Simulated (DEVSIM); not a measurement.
Structure: Si p-i-n diode, at 400 K.

Layer 1 from the left is Si, thickness (μm) 0.170, Na (cm⁻³) 1.6e19, τn (s) 1.2e-6, τp (s) 1.2e-6. Layer 2 from the left is Si, thickness (μm) 0.840, Nd (cm⁻³) 2.5e11, τn (s) 1.2e-6, τp (s) 1.2e-6. Layer 3 from the left is Si, thickness (μm) 0.260, Nd (cm⁻³) 1.1e18, τn (s) 1.2e-6, τp (s) 1.2e-6.

Left contact: ohmic. Right contact: ohmic. Voltage is applied to the left contact. Recombination: SRH at mid-gap, radiative. Mobility is constant in doping.

Constants are typed, rounded textbook-type inputs, not results; the design itself was drawn at random and stands for no fabricated device. Values at 300 K; Nc and Nv go as T^1.5, mobilities as T to minus their exponent, the gap by Varshni's rule with the affinity fixed.

Si: gap (eV) 1.124, affinity (eV) 4.05, permittivity 11.7, Nc (cm⁻³) 2.86e19, Nv (cm⁻³) 3.1e19, μn (cm²/Vs) 1417, μp (cm²/Vs) 470, T exponent of μn 2.3, T exponent of μp 2.2, B (cm³/s) 4.7e-15, Varshni α (eV/K) 0.000473, Varshni β (K) 636.

Simulated with DEVSIM: 1D drift-diffusion, Boltzmann statistics, complete ionisation; no tunnelling, impact ionisation, image-force lowering or self-heating.

Problem. What does the simulation give for the dark forward voltage at 100 A/cm², the dark forward voltage at 1 A/cm²?

Solution. dark forward voltage at 100 A/cm² 0.613 V; dark forward voltage at 1 A/cm² 0.451 V.
